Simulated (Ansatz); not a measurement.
# MoS2: energy against volume

MoS2 (2H layered, P6_3/mmc, 16.336 Å³/atom and stress up to 0.01 GPa in the relaxed cell, c along z) under hydrostatic pressure, with the cell free. PBEsol-D3(BJ) in Ansatz, a plane-wave DFT program (PAW, default set), 420 eV, 12×12×3 Γ-centred mesh, Fermi-Dirac smearing 0.05 eV; ions are relaxed, or left where forces stay under 0.02 eV/Å, within the symmetry of each cell. Against the start cell, which lies near the measured one, the relaxed cell differs by -7.9 % in volume and -4.8 % in c; the values below rest on it.

Here V stands for volume and E for E less E0.

```
volume (Å³/atom)  E less E0 (meV/atom)  pressure (GPa)
----------------  --------------------  --------------
16.9227                           3.94           -2.00
16.5937                           0.83           -0.99
16.3357                           0.00            0.00
16.2639                           0.07            0.30
16.1750                           0.34            0.70
16.0104                           1.47            1.50
15.7377                           5.28            3.00
15.4278                              ?               ?
```

Problem. Using the third-order Birch-Murnaghan form, a cubic in V^(-2/3), estimate the missing E at V = 15.4278 from the other rows, showing the fit.

Solution. With u = V^(-2/3) - 0.1556, the rows have u = -0.0038879, -0.0018892, -0.0002750, 0.0001819, 0.0007521, 0.0018219, 0.0036352. Least squares gives E = 0.026 + 172.7·u + 327550·u² + 6216783·u³. Residuals (row less fit): 0.000, 0.003, -0.003, 0.002, -0.004, 0.005, -0.001; standard error 0.004 (degrees of freedom: 3). Its minimum lies at u = -0.0002656, so V0 = (0.1553344)^(-3/2) = 16.33. There d²E/du² = 645200 and d³E/du³ = 3.730e7, so B0 = (4/9) × 16.33^(-7/3) × 645200 × 0.160218 = 67.9 GPa (the last factor turns the table's units into GPa), and B0' = 4 + (2/3) × 0.1553344 × (3.730e7)/645200 = 10.0. B0' rests on the cubic coefficient alone and has a standard error of 0.2 from these residuals. At the withheld row, u = 0.0057605, so E = 0.026 + 172.7 × 0.0057605 + 327550 × 0.0057605² + 6216783 × 0.0057605³ = 13.078 meV/atom. The calculation gives 13.01 meV/atom, 0.068 meV/atom below the prediction (0.5 % of the range of E in the table). The row lies outside the fitted rows, so this is an extrapolation. The scatter of the fitted rows lies at the last printed digit.

Other structures, which can take over under pressure, weren't tried. The same form fitted to the pressure column gives B0' = 9.7; series where the two differ by over 0.4 aren't shown. Rows are the converged runs of the series near zero and its far end, less any whose ions stayed unrelaxed beside relaxed ones; series whose fitted rows scatter by over a few per cent of the range, as at a crossing or softening among them, aren't shown in this form.
